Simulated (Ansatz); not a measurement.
**Response to strain in BeTe**

The parent structure is BeTe in the zinc blende structure (space group F-43m, No. 216; a = 5.6043 Å). Axes: x, y, z lie along the cube axes.

Strains are applied to the cell and any free atomic positions relax.

Level of theory: Ansatz (an electronic-structure program) PBEsol, scalar-relativistic without spin-orbit coupling.

Notes on the quantities. energy relative to the base: free energy F.

```csv
change,shortest interatomic distance,band gap,energy relative to the base
base,2.427 Å,1.84 eV,0 meV/atom
uniaxial strain ε_zz = −3.00 %,2.403 Å,1.51 eV,+6.4 meV/atom
uniaxial strain ε_zz = −1.50 %,2.415 Å,1.67 eV,+1.6 meV/atom
uniaxial strain ε_zz = −1.00 %,2.419 Å,1.73 eV,+0.7 meV/atom
uniaxial strain ε_zz = −0.50 %,2.423 Å,1.78 eV,+0.2 meV/atom
uniaxial strain ε_zz = +0.50 %,2.431 Å,1.83 eV,+0.2 meV/atom
uniaxial strain ε_zz = +1.00 %,2.435 Å,1.82 eV,+0.7 meV/atom
uniaxial strain ε_zz = +2.00 %,2.443 Å,1.80 eV,+2.7 meV/atom
uniaxial strain ε_zz = +2.50 %,2.447 Å,1.80 eV,+4.2 meV/atom
uniaxial strain ε_zz = +3.00 %,?,?,?
```

Problem. What belongs in the blanks?

Solution. 
- uniaxial strain ε_zz = +3.00 %, shortest interatomic distance: 2.451 Å
- uniaxial strain ε_zz = +3.00 %, band gap: 1.79 eV
- uniaxial strain ε_zz = +3.00 %, energy relative to the base: +6.0 meV/atom

Spin-orbit coupling, missing from the scalar runs, can matter with Te. Whether these cells are dynamically stable was not tested.
